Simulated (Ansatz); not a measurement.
Consider the following.

```xyz
6
Lattice="4.1549 0.0000 0.0000 0.0000 4.1549 0.0000 0.0000 0.0000 2.6295" Properties=species:S:1:pos:R:3 pbc="T T T"
Si     0.0000     0.0000     0.0000
Si     2.0774     2.0774     1.3148
O      1.2693     1.2693     0.0000
O      3.3467     0.8082     1.3148
O      0.8082     3.3467     1.3148
O      2.8856     2.8856     0.0000
```

No spin polarisation.

The values are results of LDA (Ansatz, a quantum-chemistry and plane-wave program), scalar-relativistic without spin-orbit coupling, not measurements. k-mesh 8×8×12 (Γ-centred); smearing 0.05 eV (Fermi–Dirac).

Predict the pressure and valence-band top at Γ.


- Pressure (mean of the normal stresses, compression positive) = 46.9 kbar
- Valence-band top at Γ (three highest levels, from the VBM) = 0.00, -0.93, -0.93 eV

The levels and masses belong to the bands next to the band gap. The cells carry an imposed strain or load. No phonon test of stability was made. The cell was made from SiO2 in the rutile structure (space group P4_2/mnm, No. 136) by this change: uniaxial strain ε_zz = −1.20 %.
